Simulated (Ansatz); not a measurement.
# Element substitutions in Au

Start from Au in the hcp (Mg type) structure (space group P6_3/mmc, No. 194; a = 2.862 Å, c = 4.802 Å).

Each row replaces one element on all its sites; cell and atoms are relaxed.

Calculations: PBEsol/PAW in Ansatz (an electronic-structure program), no SOC.

| variant | c/a ratio | volume per atom |
|---|---|---|
| base | 1.678 | 17.03 Å³ |
| Au → Ag | ? | ? |
| Au → Cu | 1.650 | ? |
| Au → Ru | ? | 13.32 Å³ |

Q: What belongs in the blanks?

A: 
- Au → Ag, c/a ratio: 1.654
- Au → Ag, volume per atom: 16.67 Å³
- Au → Cu, volume per atom: 11.32 Å³
- Au → Ru, c/a ratio: 1.577

Whether these cells are dynamically stable was not tested. For Cu in this form, whether it has been made was not checked. The base started in Cmcm and relaxed to P6_3/mmc at this level. The final runs are not spin-polarised. This is not the structure that Ag has at room temperature and ambient pressure. This is not the structure that Au has at room temperature and ambient pressure. This is not the structure that Cu has at room temperature and ambient pressure.
